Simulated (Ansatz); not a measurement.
An Ansatz (an electronic-structure program) run: CaPb; r2SCAN, PAW, 500 eV (Ansatz; no SOC).

Input:

Ansatz 0.2 input:
```yaml
crystal:
  lattice:
    - [3.5806895306, 0, 0]
    - [0, 3.5806895306, 0]
    - [0, 0, 4.5879297889]
  atoms:
    - { symbol: Ca, position: [0, 0, 0] }
    - { symbol: Pb, position: [0.5, 0.5, 0.5] }
basis: { ecutwfc: 500, ecutrho_ratio: 4, xc_grid: 4, fft_grid_basis: typed }
kpoints: { mp_grid: { grid: [13, 13, 10] } }
hamiltonian:
  xc: r2scan
  dispersion: none
  pseudopotentials: { kind: paw }
scf: { occupations: { method: fermi_dirac, width: 0.05 }, convergence: { dr2_threshold: 0.0000000002 } }
output: { forces: true, stress: true }
```

Output:

```
WARN ansatz: RAYON_NUM_THREADS=1 ignored (pool sized by the plan → 1); use --threads N
Pseudopotentials: kind: paw
Pseudopotential: Ca, paw, valence charge 10
Pseudopotential: Pb, paw, valence charge 14
Functional definition: r2SCAN
Crystal: 2 atoms, lattice volume = 58.823 Å³
Basis set: ecut = 500 eV, 1521 PW (Γ), exchange–correlation on 108×108×144 points (64 copies of the dense FFT grid, shifted against one another)
Bands: 16, of which v1, the nominal top of the filled ones, is band 12 counted from 1 (11 counted from 0)
Symmetry: 16 space group operations
Space group: P4/mmm (ITA 123), of the structure as read, at distance tolerance 3.9e-5 Å
k-points: 168 of 1690
PAW frozen core: Ca, regenerated for the run's functional
PAW frozen core: Pb, regenerated for the run's functional
Initial density: superposition of atomic densities (neutral atoms: chi_scale 0, normalization atom), corrected by the library's trained network
Initial wavefunctions: pseudopotential atomic-orbital guess
Eigensolver: davidson
Functional: x = r2scan, c = r2scan; τ floored in thin density (d = 2e-4 eV/Å³)
SCF iter   1: F=—  HF=-13743.806798 eV  |F-HF|=—  |Δ(HF+E_count)|=         —  Δρ=7.39e-3  dr2=4.65e-2  dr2_τ=8.49e-3  ethr=1.77e-3  ⟨swp⟩=7.9  Hψ=17663  notcnv=0
all-band conjugate gradients solve this SCF's bands
preconditioner: auto → Kerker (q_TF=auto, 2.350 Å⁻¹)
SCF iter   2: F=—  HF=-13743.857096 eV  |F-HF|=—  |Δ(HF+E_count)|=   5.03e-2  Δρ=4.21e-3  dr2=2.09e-2  dr2_τ=1.81e-4  ethr=1.94e-4  ⟨swp⟩=2.1  Hψ=5232  notcnv=0  defer=12
SCF iter   3: F=—  HF=-13743.852758 eV  |F-HF|=—  |Δ(HF+E_count)|=   4.34e-3  Δρ=1.10e-3  dr2=1.88e-3  dr2_τ=6.77e-5  ethr=8.69e-5  ⟨swp⟩=3.0  Hψ=5103  notcnv=0  defer=12
SCF iter   4: F=—  HF=-13743.852700 eV  |F-HF|=—  |Δ(HF+E_count)|=   5.82e-5  Δρ=3.37e-4  dr2=8.97e-5  dr2_τ=2.47e-6  ethr=7.84e-6  ⟨swp⟩=2.3  Hψ=3473  notcnv=0  defer=12
SCF iter   5: F=—  HF=-13743.852723 eV  |F-HF|=—  |Δ(HF+E_count)|=   2.33e-5  Δρ=9.43e-5  dr2=6.24e-6  dr2_τ=2.39e-7  ethr=3.74e-7  ⟨swp⟩=2.4  Hψ=4247  notcnv=0  defer=12
SCF iter   6: F=—  HF=-13743.852728 eV  |F-HF|=—  |Δ(HF+E_count)|=   5.00e-6  Δρ=2.59e-5  dr2=2.81e-7  dr2_τ=3.13e-8  ethr=2.60e-8  ⟨swp⟩=2.0  Hψ=3176  notcnv=0  defer=12
SCF iter   7: F=—  HF=-13743.852731 eV  |F-HF|=—  |Δ(HF+E_count)|=   2.36e-6  Δρ=7.33e-6  dr2=3.16e-8  dr2_τ=1.36e-9  ethr=1.17e-9  ⟨swp⟩=2.5  Hψ=4563  notcnv=0  defer=12
SCF iter   8: F=—  HF=-13743.852731 eV  |F-HF|=—  |Δ(HF+E_count)|=   3.33e-8  Δρ=1.18e-6  dr2=7.33e-10  dr2_τ=2.72e-11  ethr=1.32e-10  ⟨swp⟩=3.0  Hψ=4557  notcnv=0  defer=12
SCF iter   9: F=-13743.852731 eV  HF=-13743.852731 eV  |F-HF|=4.00e-11  |Δ(HF+E_count)|=   1.48e-9  Δρ=3.34e-7  dr2=5.93e-11  dr2_τ=2.95e-12  ethr=1.00e-12  ⟨swp⟩=5.0  Hψ=9708  notcnv=0
SCF 1 converged in 9 iterations: F = -13743.852731 eV  dr2 = 5.93e-11
SCF converged after 9 iterations
Free energy (F): -13743.852731 eV
Harris-Foulkes:  -13743.852731 eV  (|F-HF|=4.00e-11)
Internal energy: -13743.848913 eV  (E = F + TS)
E sigma→0 (E₀):  -13743.850822 eV
Entropy (-TS):   -0.003817 eV (-1.909 meV/atom)
Fermi energy:    9.426328 eV
--- Per-component energies (eV) ---
  E_band       = -196.326606
  E_kinetic    = 568.768904
  E_local      = -1774.634624  (includes V_loc(G=0)·N_el)
  E_nonlocal   = 413.303249
  E_hartree    = 661.379909
  E_xc         = -344.058249
  E_vxc        = -338.389529  (∫ρ·V_xc dr)
  E_paw        = -11300.954098  (= ΣΔE_a)
  E_vpaw       = -410.669233  (= ΣTr[D̂ρ^β])
  E_aug_tail   = 0.000015  (compensation charges beyond the density's cutoff)
  E_vtau       = 22.535000  (kinetic-family band-sum trace: ∫τ·v_τ [+ j·A + Jᵃ·Aᵃ] dr)
  E_ewald      = -1968.398856
  E_core_change = 0.744837  (= ΣΔE_core)
  E_smearing   = -0.003817  (= −TS)
  E_closure    = 0.000000  (closes the sum)
  Σ components = -13743.852731   (vs F -13743.852731, Δ=0.00e0)
  [band-id]    e_kinetic+e_local+e_nonlocal+2·e_hartree+e_vxc+e_vpaw+e_augmentation_tail+e_vtau = -196.326401   (vs E_band -196.326606, Δ=2.05e-4)
--- Forces (eV/Å), atoms counted from 1 ---
  atom   1  Ca    -0.00000000     0.00000000     0.00000000
  atom   2  Pb     0.00000000     0.00000000     0.00000000
  max |Σ_I F_I| component: 6.31e-30 eV/Å
--- Stress (GPa, compression-positive) ---
       -0.000459       0.000000       0.000000
        0.000000      -0.000459       0.000000
        0.000000       0.000000       0.000958
  P = ⅓ Tr σ = 0.0000 GPa (0.000 kbar)
  The stress holds the Pulay correction. Without it, at fixed plane waves, as pw.x and ABINIT print it: P = -0.0104 GPa
  The stress includes an estimate of the error left by incomplete SCF convergence (largest component -0.0002 GPa).
--- Band table ---
  band table: none
```

No phonon test of stability was made. The cell is CaPb (space group P4/mmm, No. 123; a cell from a computed database, its experimental status unchecked).
